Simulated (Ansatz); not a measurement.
## A self-consistent single point of Lu2SeO2 (P-3m1, 5 atoms in the cell) with Ansatz

Method of the run: LDA (PW92), default PAW files made with PBE (plane waves; Ansatz, a first-principles code).

This input was run:

Ansatz 0.2 input:
```yaml
# Lu2SeO2
crystal:
  lattice:
    - [3.727228, 0.000000, 0.000000]
    - [-1.863614, 3.227875, 0.000000]
    - [0.000000, 0.000000, 6.666781]
  atoms:
    - { symbol: Lu, position: [0.333333, 0.666667, 0.293200] }
    - { symbol: Lu, position: [0.666667, 0.333333, 0.706800] }
    - { symbol: Se, position: [0.000000, 0.000000, 0.000000] }
    - { symbol: O, position: [0.333333, 0.666667, 0.625100] }
    - { symbol: O, position: [0.666667, 0.333333, 0.374900] }
basis:
  ecutwfc: 30.9 Ry
kpoints:
  mp_grid:
    grid: [8, 8, 4]
hamiltonian:
  xc: lda
  pseudopotentials:
    kind: paw
scf:
  occupations:
    method: fermi_dirac
    width: 0.0015 Ry
output:
  forces: true
  eigenvalues: true
  stress: true
```

Log, with long lists cut:

```
WARN the atoms were moved onto the symmetric positions of the space group found under crystal.symmetry.tolerance 1.0e-5 (fractional …
WARN ansatz: RAYON_NUM_THREADS=1 ignored (pool sized by the plan → 1); use --threads N
Pseudopotentials: kind: paw
Pseudopotential: Lu, paw, valence charge 25
Pseudopotential: Se, paw, valence charge 16
Pseudopotential: O, paw, valence charge 6
Crystal: 5 atoms, lattice volume = 80.208 Å³
Basis set: ecut = 420.4159175005146 eV, 1583 PW (Γ)
Bands: 47, of which v1, the nominal top of the filled ones, is band 39 counted from 1 (38 counted from 0)
Symmetry: 12 space group operations
Space group: P-3m1 (ITA 164), of the structure as read, at distance tolerance 4.3e-5 Å
k-points: 35 of 256
PAW frozen core: Lu, regenerated for the run's functional, and the local potential with it
PAW frozen core: Se, regenerated for the run's functional, and the local potential with it
PAW frozen core: O, regenerated for the run's functional, and the local potential with it
Initial density: superposition of atomic densities (neutral atoms: chi_scale 0, normalization atom), corrected by the library's trained network
Initial wavefunctions: pseudopotential atomic-orbital guess
Eigensolver: davidson
Functional: x = slater, c = lda
SCF iter   1: F=—  HF=-35490.498782 eV  |F-HF|=—  |Δ(HF+E_count)|=         —  Δρ=1.52e-2  dr2=1.78e-1  ethr=1.77e-3  ⟨swp⟩=6.2  Hψ=7121  notcnv=0  defer=2
all-band conjugate gradients solve this SCF's bands
preconditioner: auto → Resta (q_TF=auto, 2.716 Å⁻¹)
SCF iter   2: F=—  HF=-35490.452909 eV  |F-HF|=—  |Δ(HF+E_count)|=   4.59e-2  Δρ=4.46e-3  dr2=5.67e-3  ethr=2.28e-4  ⟨swp⟩=3.5  Hψ=3806  notcnv=0  defer=79
SCF iter   3: F=—  HF=-35490.451856 eV  |F-HF|=—  |Δ(HF+E_count)|=   1.05e-3  Δρ=2.25e-3  dr2=1.92e-3  ethr=7.26e-6  ⟨swp⟩=2.5  Hψ=3068  notcnv=0  defer=79
SCF iter   4: F=—  HF=-35490.452280 eV  |F-HF|=—  |Δ(HF+E_count)|=   4.24e-4  Δρ=1.26e-3  dr2=9.69e-4  ethr=2.46e-6  ⟨swp⟩=3.0  Hψ=3744  notcnv=0  defer=79
SCF iter   5: F=—  HF=-35490.451322 eV  |F-HF|=—  |Δ(HF+E_count)|=   9.58e-4  Δρ=2.76e-4  dr2=7.00e-5  ethr=1.24e-6  ⟨swp⟩=3.0  Hψ=3399  notcnv=0  defer=79
SCF iter   6: F=—  HF=-35490.451306 eV  |F-HF|=—  |Δ(HF+E_count)|=   1.63e-5  Δρ=1.03e-4  dr2=7.74e-6  ethr=8.98e-8  ⟨swp⟩=2.1  Hψ=2933  notcnv=0  defer=79
SCF iter   7: F=—  HF=-35490.451305 eV  |F-HF|=—  |Δ(HF+E_count)|=   1.23e-6  Δρ=2.14e-5  dr2=3.64e-7  ethr=9.92e-9  ⟨swp⟩=2.3  Hψ=3289  notcnv=0  defer=79
SCF iter   8: F=-35490.451304 eV  HF=-35490.451305 eV  |F-HF|=8.98e-8  |Δ(HF+E_count)|=   2.24e-8  Δρ=8.31e-6  dr2=8.20e-8  ethr=1.28e-10  ⟨swp⟩=14.1  Hψ=11287  notcnv=0
SCF 1 converged in 8 iterations: F = -35490.451304 eV  dr2 = 8.20e-8
SCF converged after 8 iterations
Free energy (F): -35490.451304 eV
Harris-Foulkes:  -35490.451305 eV  (|F-HF|=8.98e-8)
Internal energy: -35490.451304 eV  (E = F + TS)
E sigma→0 (E₀):  -35490.451304 eV
Fermi energy:    14.410350 eV
--- Per-component energies (eV) ---
  E_band       = -215.243000
  E_kinetic    = 1311.971535
  E_local      = -15801.261574  (includes V_loc(G=0)·N_el)
  E_nonlocal   = 685.042822
  E_hartree    = 6781.671631
  E_xc         = -685.891408
  E_vxc        = -806.676671  (∫ρ·V_xc dr)
  E_paw        = -16392.841080  (= ΣΔE_a)
  E_vpaw       = 832.328742  (= ΣTr[D̂ρ^β])
  E_aug_tail   = 0.004294  (compensation charges beyond the density's cutoff)
  E_ewald      = -11396.196000
  E_core_change = 7.048475  (= ΣΔE_core)
  E_smearing   = -0.000000  (= −TS)
  E_closure    = 0.000000  (closes the sum)
  Σ components = -35490.451304   (vs F -35490.451304, Δ=0.00e0)
--- Forces (eV/Å), atoms counted from 1 ---
  atom   1  Lu    -0.00000000    -0.00000000    -0.06176082
  atom   2  Lu    -0.00000000     0.00000000     0.06176082
  atom   3  Se     0.00000000    -0.00000000     0.00000000
  atom   4  O      0.00000000    -0.00000000     0.01191143
  atom   5  O     -0.00000000     0.00000000    -0.01191143
  max |Σ_I F_I| component: 7.40e-17 eV/Å
--- Stress (GPa, compression-positive) ---
       -5.152745       0.000000       0.000000
        0.000000      -5.152745       0.000000
        0.000000       0.000000      -5.200162
  P = ⅓ Tr σ = -5.1686 GPa (-51.686 kbar)
  The stress holds the Pulay correction. Without it, at fixed plane waves, as pw.x and ABINIT print it: P = -5.6610 GPa
--- Band table (eV; the first three rows and the last of 35) ---
  k-point 0: bands = ["-41.7322", "-41.7150", "-33.0762", "-33.0711", "-33.0711", "-33.0373", "-33.0373", "-12.8273", "-12.4539", "-12.4539", "-12.3946", "-12.3946", "-12.3691", "-4.6389", "-4.2193", "1.0335", "8.4820", "8.5361", "8.5361", "8.6245", [...]
  k-point 1: bands = ["-41.7320", "-41.7152", "-33.0762", "-33.0711", "-33.0711", "-33.0373", "-33.0373", "-12.8131", "-12.4537", "-12.4537", "-12.3948", "-12.3948", "-12.3863", "-4.6145", "-4.2230", "0.9739", "8.4168", "8.5129", "8.5129", "8.8941", [...]
  k-point 2: bands = ["-41.7319", "-41.7153", "-33.0762", "-33.0711", "-33.0711", "-33.0373", "-33.0373", "-12.7978", "-12.4535", "-12.4535", "-12.4048", "-12.3950", "-12.3950", "-4.5893", "-4.2273", "0.9151", "8.3911", "8.4916", "8.4916", "8.9273", [...]
  k-point 34: bands = ["-41.7148", "-41.7125", "-33.0758", "-33.0713", "-33.0713", "-33.0369", "-33.0367", "-12.8843", "-12.8705", "-12.6264", "-12.5370", "-12.4441", "-12.4206", "-3.8713", "-3.8141", "1.6816", "7.8392", "8.3054", "8.5785", [...]
```

The run converged in 8 iterations.

The starting cell comes from a database of computed structures (which also holds hypothetical and non-ambient phases and stackings), without a prior relaxation at this level. Its lattice was rescaled by up to half a per cent. Spin-orbit coupling is off. With a pressure of about -5 GPa the cell is away from its equilibrium volume at this level. Ansatz's pressure includes its estimate of the finite-basis (Pulay) stress.
